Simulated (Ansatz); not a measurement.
An Ansatz (an electronic-structure program) run: GaCuSe2 with a change (uniaxial strain ε_zz = −2.75 %); PBE (Ansatz), scalar-relativistic without spin-orbit coupling, earlier PAW set.

Input:

Ansatz 0.2 input:
```yaml
crystal:
  lattice:
    - [-2.8360081774, 2.8360081774, 5.4767144366]
    - [2.8360081774, -2.8360081774, 5.4767144366]
    - [2.8360081774, 2.8360081774, -5.4767144366]
  atoms:
    - { symbol: Cu, position: [0.75, 0.25, 0.5] }
    - { symbol: Cu, position: [0, 0, 0] }
    - { symbol: Ga, position: [0.25, 0.75, 0.5] }
    - { symbol: Ga, position: [0.5, 0.5, 0] }
    - { symbol: Se, position: [0.1187691095, 0.125, 0.4937691095] }
    - { symbol: Se, position: [0.6312308905, 0.625, 0.5062308905] }
    - { symbol: Se, position: [0.375, 0.8812308905, 0.0062308905] }
    - { symbol: Se, position: [0.875, 0.3687691095, 0.9937691095] }
basis: { ecutwfc: 420, ecutrho_ratio: 4, xc_grid: 2, fft_grid_basis: typed }
kpoints: { mp_grid: { grid: [8, 8, 8] } }
hamiltonian:
  xc: pbe
  dispersion: none
  pseudopotentials: { azcp: { folder: ./paw }, kind: paw }
scf: { occupations: { method: fermi_dirac, width: 0.05 }, convergence: { dr2_threshold: 0.0000000008 } }
relax: { f_tol: 0.005, max_steps: 50 }
output: { forces: true, stress: true }
checkpoint: { write: state.ck, write_every: 1000 }
```

Output (explanatory and most iteration lines left out):

```
Relaxation: its limit of steps is 50 (relax.max_steps)
Pseudopotential: Cu, paw, valence charge 19
Pseudopotential: Ga, paw, valence charge 13
Pseudopotential: Se, paw, valence charge 16
Crystal: 8 atoms, lattice volume = 176.196 Å³
Basis set: ecut = 420 eV, 3467 PW (Γ), exchange–correlation on 96×96×96 points (8 copies of the dense FFT grid, shifted against one another)
Bands: 77, of which v1, the nominal top of the filled ones, is band 64 counted from 1 (63 counted from 0)
Symmetry: 8 space group operations
Space group: I-42d (ITA 122), of the structure as read, at distance tolerance 5.6e-5 Å
k-points: 59 of 512 (time reversal used)
Functional: x = pbe(κ = 0.804, μ = 0.2195149727645171), c = pbe(β = 0.06672455060314922)
SCF iter   1: F=—  HF=-42697.677271 eV  |F-HF|=—  |Δ(HF+E_count)|=         —  Δρ=5.60e-2  dr2=4.07e0  ethr=3.10e-3  ⟨swp⟩=5.7  Hψ=15106  notcnv=0  defer=5
SCF iter   2: F=—  HF=-42696.949660 eV  |F-HF|=—  |Δ(HF+E_count)|=   7.28e-1  Δρ=4.47e-2  dr2=1.89e0  ethr=3.10e-3  ⟨swp⟩=2.6  Hψ=8181  notcnv=0  defer=372
SCF 1 converged in 14 iterations: F = -42696.560273 eV  dr2 = 2.41e-10
relax step   1: F+E_penalty+E_count = -42696.56027273 eV  Δ(F+E_penalty+E_count) = +0.000e0 eV  max|allowed force component| = 6.309e-3 eV/Å  Δτ_max = 0.0000 Å  (14 SCF iters, accepted)
Crystal: 8 atoms, lattice volume = 176.196 Å³
SCF iter   1: F=—  HF=-42696.560281 eV  |F-HF|=—  |Δ(HF+E_count)|=         —  Δρ=5.47e-5  dr2=3.40e-6  ethr=2.62e-9  ⟨swp⟩=2.0  Hψ=12063  notcnv=0  defer=322
SCF iter   2: F=—  HF=-42696.560281 eV  |F-HF|=—  |Δ(HF+E_count)|=   9.50e-9  Δρ=4.21e-5  dr2=1.79e-6  ethr=2.62e-9  ⟨swp⟩=2.1  Hψ=7883  notcnv=0  defer=322
SCF 2 converged in 6 iterations: F = -42696.560281 eV  dr2 = 2.31e-10
relax step   2: F+E_penalty+E_count = -42696.56028062 eV  Δ(F+E_penalty+E_count) = -7.888e-6 eV  max|allowed force component| = 1.910e-3 eV/Å  Δτ_max = 0.0005 Å  (6 SCF iters, accepted)
SCF converged after 6 iterations
Free energy (F): -42696.560281 eV
Internal energy: -42696.559659 eV  (E = F + TS)
E sigma→0 (E₀):  -42696.559970 eV
Entropy (-TS):   -0.000621 eV (-0.078 meV/atom)
Fermi energy:    8.512215 eV
--- Forces (eV/Å), atoms counted from 1 ---
  atom   1  Cu    -0.00000000     0.00000000     0.00000000
  atom   2  Cu    -0.00000000    -0.00000000     0.00000000
  atom   3  Ga     0.00000000    -0.00000000     0.00000000
  atom   4  Ga     0.00000000     0.00000000     0.00000000
  atom   5  Se     0.00000000     0.00190973     0.00000000
  atom   6  Se     0.00000000    -0.00190973     0.00000000
  atom   7  Se    -0.00190973     0.00000000     0.00000000
  atom   8  Se     0.00190973     0.00000000     0.00000000
--- Stress (GPa, compression-positive) ---
        1.456732       0.000000       0.000000
        0.000000       1.456732      -0.000000
        0.000000      -0.000000       2.411503
  P = ⅓ Tr σ = 1.7750 GPa (17.750 kbar)
--- Relaxed structure (2 steps of the walk, 2 accepted, 0 SCFs on fresh bases) ---
  atoms:
    - { symbol: Cu, position: [0.75, 0.25, 0.5] }
    - { symbol: Cu, position: [8.223462860990474e-36, -1.6977471713012592e-35, -8.754008852022118e-36] }
    - { symbol: Ga, position: [0.25, 0.75, 0.5] }
    - { symbol: Ga, position: [0.5, 0.5, 1.246783078924362e-35] }
    - { symbol: Se, position: [0.11885374634994839, 0.125, 0.4938537463499484] }
    - { symbol: Se, position: [0.6311462536500518, 0.625, 0.5061462536500517] }
    - { symbol: Se, position: [0.37500000000000006, 0.8811462536500518, 0.006146253650051614] }
    - { symbol: Se, position: [0.875, 0.3688537463499484, 0.9938537463499484] }
```

Stability against distortions was not tested. All final runs are without spin polarisation. The cell was made from GaCuSe2 in the chalcopyrite structure (space group I-42d, No. 122) by this change: uniaxial strain ε_zz = −2.75 %.
